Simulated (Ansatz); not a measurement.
SiO2 (P4₁2₁2, No. 92) was calculated with HSE06 in Ansatz (PAW).

Numerical settings: plane-wave cutoff 460 eV, 6×6×4 k mesh (along the axes of the cell as run), Fermi–Dirac smearing 0.01 eV, scalar-relativistic PAW data made under PBE.

Cell (relaxed at this level):

```yaml
crystal:
  lattice:
    - [5.06419, 0.00000, 0.00000]
    - [0.00000, 5.06419, 0.00000]
    - [0.00000, 0.00000, 7.07887]
  atoms:
    - { symbol: Si, position: [0.29135, 0.29135, 0.00000] }
    - { symbol: Si, position: [0.79135, 0.20865, 0.75000] }
    - { symbol: Si, position: [0.20865, 0.79135, 0.25000] }
    - { symbol: Si, position: [0.70865, 0.70865, 0.50000] }
    - { symbol: O, position: [0.24231, 0.08717, 0.17060] }
    - { symbol: O, position: [0.74231, 0.41283, 0.57940] }
    - { symbol: O, position: [0.25769, 0.58717, 0.07940] }
    - { symbol: O, position: [0.75769, 0.91283, 0.67060] }
    - { symbol: O, position: [0.91283, 0.75769, 0.32940] }
    - { symbol: O, position: [0.41283, 0.74231, 0.42060] }
    - { symbol: O, position: [0.58717, 0.25769, 0.92060] }
    - { symbol: O, position: [0.08717, 0.24231, 0.82940] }
```

Question: Give the computed band gap.

Answer: 
* **band gap**: 7.40 eV (on the SCF k mesh) (direct)

Note: the volume lies 6 % above that of the published cell.

Ansatz is an electronic-structure program.
